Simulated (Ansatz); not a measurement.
# The (310) surface of fcc Sr in its 1x1 cell, outermost plane spacing 0.95 Å in the ideal cut

Level of theory: r2SCAN, at the PBE geometry (plane waves to 500 eV, PAW; Ansatz, an electronic-structure program).

Set-up: 12 atoms, 10.5 Å thick at the start (thin: gaps and levels are the slab's own); mesh 6x4x1; 0.1 eV smearing; dipole correction on; single point; on the structure that PBE left under its start's symmetry; no spin, no spin-orbit, no U.

```
Item                                                      Result
-----------------------------------  ---------------------------
surface energy (mean of both faces)                    0.44 J/m²
work function of the top face                            2.53 eV
cost                                 very roughly 5 core-minutes
```
